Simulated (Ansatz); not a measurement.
Bond-angle distributions (per cent of the angles at each element, bins of 10°) of a relaxed model of amorphous W16O46 at 5.92 g/cm³. These are PBE, scalar-relativistic without spin-orbit coupling (plane waves to 420 eV, PAW; Ansatz, a program for electronic structure) values and carry that method's errors. The usual formal charges leave 4 electrons over, so the level spacing at the Fermi energy parts defect or band states and needn't be the band gap.

A CHGNet melt-quench gave the starting glass, which DFT then relaxed. O atoms were pushed apart under 1.9 Å during the dynamics, to hinder bonds among them. The hot cell started wider than the set density and was brought back towards it in steps. It is the lowest in DFT energy of 2 quenches. It is a model cell: composition and starting density were chosen by hand, and all elements were melted together. No dispersion term was used. Its density started from a set value of 5.88 and ended at 5.92 g/cm³. The quench (nominally 150 K/ps over its main leg) was far faster than any real one, so the model tends to hold more defects than a real film. Values belong to this one cell and scatter from quench to quench. The volume was free in the relaxation, at fixed shape. Stress components on the final sampling reach 1.3 GPa. On a 2×2×2 Γ-centred mesh force components of up to 0.33 eV/Å stay, since the relaxation ran on the zone centre alone.

Bonds are counted up to W-W 3.04 Å, W-O 2.50 Å, O-O 1.58 Å. Two cations that share two anions don't count as bonded, nor two that share one unless they lie closer than W-W 2.95 Å.

```
angle (°)  at W  at O
---------  ----  ----
50-60         0     0
60-70         1     0
70-80        10     0
80-90        24     0
90-100       22     2
100-110      16    22
110-120       8     0
120-130       3     8
130-140       1    10
140-150       3    22
150-160       3    10
160-170       6    18
170-180       4     8
```

They go with these counts of neighbours within the cut-offs, cation contacts included: W mean 5.3, most often 5; O mean 1.8, most often 2.
